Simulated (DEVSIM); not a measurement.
Structure: Ni/Al2O3/SiO2/p-Si capacitor, at 300 K.

```tsv
layer (left to right)	material	thickness (nm)	Na (cm⁻³)
1	Al2O3	11.0	-
2	SiO2	1.40	-
3	Si	4100	2e16
```

Metal gate on the left, work function 5.1 eV. Fixed charge at the semiconductor interface -9.3e11 cm⁻² (in units of +e); interface traps 7.2e10 cm⁻² eV⁻¹, uniform in energy, neutral level at 0.5 of the gap above the valence band.

This is a model device: material constants are rounded textbook-type values typed into the input, and sizes, dopings and lifetimes were drawn at random. Values at 300 K; Nc and Nv go as T^1.5, mobilities as T to minus their exponent, the gap by Varshni's rule with the affinity fixed.

```tsv
parameter	Al2O3	SiO2	Si
gap (eV)	6.8	9	1.124
affinity (eV)	1.35	0.9	4.05
permittivity	9	3.9	11.7
Nc (cm⁻³)	-	-	2.86e19
Nv (cm⁻³)	-	-	3.1e19
Varshni α (eV/K)	-	-	0.000473
Varshni β (K)	-	-	636
```

Model (solved in DEVSIM): 1D Poisson equation in equilibrium, Boltzmann statistics, complete ionisation; no quantum confinement or tunnelling. Metal contacts follow the ideal Schottky-Mott rule: no Fermi-level pinning, no interface dipoles.

Base results: threshold voltage (band bending 2φF) (V) 1.26; flat-band voltage (V) 0.37; capacitance of the dielectric stack (μF/cm²) 0.560; minimum of the low-frequency capacitance (μF/cm²) 0.0585.

### Question
What follows from this one change: temperature 300 → 350 K?

### Answer
threshold voltage (band bending 2φF) 1.26 → 1.21 V; flat-band voltage 0.37 → 0.43 V; capacitance of the dielectric stack little changed (0.560 μF/cm²); minimum of the low-frequency capacitance 0.0585 → 0.0620 μF/cm².

### Question
What follows from this one change: substrate doping 2e+16 → 1e+16 cm^-3?

### Answer
threshold voltage (band bending 2φF) 1.26 → 1.20 V; flat-band voltage 0.37 → 0.39 V; capacitance of the dielectric stack little changed (0.560 μF/cm²); minimum of the low-frequency capacitance 0.0585 → 0.0459 μF/cm².

### Question
What follows from this one change: interface trap density 7.2e+10 → 0 cm^-2 eV^-1?

### Answer
threshold voltage (band bending 2φF) little changed (1.25 V); flat-band voltage little changed (0.38 V); capacitance of the dielectric stack little changed (0.560 μF/cm²); minimum of the low-frequency capacitance 0.0585 → 0.0490 μF/cm².

### Question
What follows from this one change: gate work function 5.1 → 5.25 eV?

### Answer
threshold voltage (band bending 2φF) 1.26 → 1.41 V; flat-band voltage 0.37 → 0.52 V; capacitance of the dielectric stack little changed (0.560 μF/cm²); minimum of the low-frequency capacitance little changed (0.0577 μF/cm²).

### Question
What follows from this one change: Al2O3 thickness 0.011 → 0.0077 μm?

### Answer
threshold voltage (band bending 2φF) 1.26 → 1.17 V; flat-band voltage 0.37 → 0.31 V; capacitance of the dielectric stack 0.560 → 0.729 μF/cm²; minimum of the low-frequency capacitance 0.0585 → 0.0603 μF/cm².
